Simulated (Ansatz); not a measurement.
Band structure of Pt (Fm-3m, 1 atom in the cell).

```
CELL_PARAMETERS angstrom
      0.00000     1.96000     1.96000
      1.96000     0.00000     1.96000
      1.96000     1.96000     0.00000
ATOMIC_POSITIONS crystal
  Pt 0.00000 0.00000 0.00000
```

Level of theory: PBE (plane waves, PAW; Ansatz, an electronic-structure program).

Settings: kpoints.mp_grid.grid = 12 12 12; hamiltonian.xc = pbe; hamiltonian.pseudopotentials = {kind: paw} (the program's default PAW files); scf.occupations.method = gaussian; scf.occupations.width = 0.01 Ry; kpoints.band_path.npoints = 8.

The starting cell has typed, rounded lattice constants, without a prior relaxation at this level. Spin-orbit coupling is off. Spin polarisation is off.

Levels in eV from the Fermi level, bands 6 to 12:
```tsv
point	6	7	8	9	10	11	12
Γ	-3.83	-3.83	-3.83	-1.66	-1.66	14.59	19.54
X	-6.67	-0.01	0.48	0.48	1.74	8.89	11.38
W	-4.60	-4.60	-2.04	0.49	7.12	8.27	8.27
K	-5.52	-2.89	-1.35	-0.19	5.73	6.72	10.11
L	-3.90	-3.90	-0.52	0.03	0.03	5.84	14.16
U	-5.52	-2.89	-1.35	-0.19	5.73	6.72	10.11
```

Bands cross the Fermi level along this path, so the cell is metallic at this level.

Keys are those of Ansatz 0.2.
